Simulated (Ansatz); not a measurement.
# BN in the h-BN type structure (space group P6_3/mmc, No. 194; layered, stacked along the Cartesian z axis)

```cif
data_B2N2
_chemical_formula_sum 'B2 N2'
_space_group_name_H-M_alt 'P 1'
_space_group_IT_number 1
_cell_length_a 2.49975
_cell_length_b 2.49975
_cell_length_c 6.52535
_cell_angle_alpha 90.000
_cell_angle_beta 90.000
_cell_angle_gamma 120.000
loop_
_space_group_symop_operation_xyz
  'x, y, z'
loop_
_atom_site_label
_atom_site_type_symbol
_atom_site_fract_x
_atom_site_fract_y
_atom_site_fract_z
_atom_site_occupancy
B1 B 0.33333 0.66667 0.25000 1
B2 B 0.66667 0.33333 0.75000 1
N1 N 0.33333 0.66667 0.75000 1
N2 N 0.66667 0.33333 0.25000 1
```

The values are results of Ansatz (an electronic-structure program) r2SCAN+rVV10, scalar-relativistic without spin-orbit coupling, earlier PAW set, not measurements. k-mesh 15×15×5 (Γ-centred); smearing 0.05 eV (Fermi–Dirac).

```yaml
volume_per_atom: 8.83 Å³
density: 2.33 g/cm³
band_gap: 4.74 eV, indirect, k = (0.267, 1/3, 0) in the run's primitive reciprocal basis → M
total_energy: -271.887 eV/atom (σ→0; compares only within this code and set-up)
```

Stability against distortions was not tested.
